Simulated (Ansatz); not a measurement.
Start from Mo in the bcc (W type) structure (space group Im-3m, No. 229; a = 3.130 Å; relaxed with 0.1 eV smearing).

Level of theory: PBEsol (Ansatz, a quantum-chemistry and plane-wave program, PAW, scalar-relativistic without spin-orbit coupling).

For the base:

```
Property    Value
--------  -------
Pressure  0.0 GPa
Band gap     zero
```

Perturbation: every lattice vector is shortened by 3.00 %; the atoms relax in the strained cell.

Problem. How does this affect the energy relative to the base, pressure and band gap?

Solution. The energy rises by 119 meV/atom; the pressure goes from zero to 30.8 GPa; the band gap stays zero.

Whether these cells are dynamically stable was not tested. The final runs are not spin-polarised.
